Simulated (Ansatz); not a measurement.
## Pressure series in hypothetical I4_132 P

Consider P (space group I4_132, No. 214; a = 6.029 Å; a hypothetical phase, not in the database extracts checked).

Cell and atoms are relaxed at each pressure.

Level of theory: PBEsol (Ansatz, a quantum-chemistry and plane-wave program), scalar-relativistic without spin-orbit coupling.

| P (GPa) | V (Å³/atom) |
|---|---|
| -1.99 | 29.059 |
| -0.99 | 28.116 |
| 0.30 | 27.203 |
| 0.70 | 26.968 |
| 1.51 | 26.540 |
| 2.99 | 25.873 |
| 4.99 | 25.129 |
| 7.49 | 24.368 |
| 9.99 | 23.746 |

A third-order Birch–Murnaghan fit to these points gives V₀ = 27.40 Å³/atom, B₀ = 42 GPa and B₀′ = 7.2. At pressure 10 GPa the volume is 86.6 % of V₀.

Load acts through the strain it causes; cell and atoms are relaxed under it. No phonon test of stability was made. Competing high-pressure phases were not computed.
